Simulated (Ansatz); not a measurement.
Start from ZnCu2SnS4 (space group I-4, No. 82; a = 5.317 Å, c = 10.643 Å). Axes: x, y, z lie along a, b, c of the conventional cell.

The values are results of LDA/PAW in Ansatz (a program for electronic structure), no spin-orbit coupling, not measurements.

Strains are applied to the cell and any free atomic positions relax; under biaxial strain the out-of-plane vector relaxes too.

One change was made to it. Results:

```tsv
quantity	base	after
band gap	0.14 eV	zero
volume per atom	18.81 Å³	19.17 Å³
pressure (mean of the normal stresses, compression positive)	0.0 GPa	-1.7 GPa
energy relative to the base (free energy F)	0 meV/atom	+9.3 meV/atom
```

### Question
Which of these changes matches the shifts?
A) biaxial strain +2.25 %, plane normal [001], relaxed out of plane
B) biaxial strain +0.75 %, plane normal [001], relaxed out of plane
C) biaxial strain +3.00 %, plane normal [001], relaxed out of plane

### Answer
C, biaxial strain +3.00 %, plane normal [001], relaxed out of plane. For comparison, the energy relative to the base in the other runs: biaxial strain +2.25 %, plane normal [001], relaxed out of plane gives +5.3 meV/atom; biaxial strain +0.75 %, plane normal [001], relaxed out of plane gives +0.6 meV/atom.

Stability against distortions was not tested. The final runs are not spin-polarised. Gaps under 0.05 eV, about the width of the smearing, are given as zero. The zero or small gap of ZnCu2SnS4 can change with the level of theory.
